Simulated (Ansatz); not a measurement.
Input:

```xyz
4
Lattice="3.7823 0.0000 0.0000 0.0000 6.2079 0.0000 0.0000 0.0000 16.0919" Properties=species:S:1:pos:R:3 pbc="T T T"
Zn     1.8912     0.1388     8.1937
S      1.8912     2.1879     7.3071
Zn     3.7823     3.2428     7.8981
S      3.7823     5.2919     8.7847
```

No spin polarisation.

Level of theory: PBEsol, PAW, 420 eV (Ansatz, a quantum-chemistry and plane-wave program; scalar-relativistic without spin-orbit coupling), earlier PAW set. k-mesh 9×6×1 (Γ-centred); smearing 0.05 eV (Fermi–Dirac). The cell is a slab with vacuum along z.

Question: Predict the valence-band top at Γ, gap character, band gap and layer's space group.

Answer: 
* **Valence-band top at Γ (three highest levels, from the VBM)**: 0.00, -0.62, -1.55 eV
* **Gap character**: direct at Γ
* **Band gap**: 2.77 eV
* **Layer's space group (with vacuum)**: Pmn2_1 (No. 31)

Whether these cells are dynamically stable was not tested. The cell was made from ZnS in the wurtzite structure (space group P6_3mc, No. 186) by this change: a free-standing slab of 1 layer (4 atoms, 4 a layer) is cut normal to the y axis, with 15 Å of vacuum and the in-plane cell held at bulk.
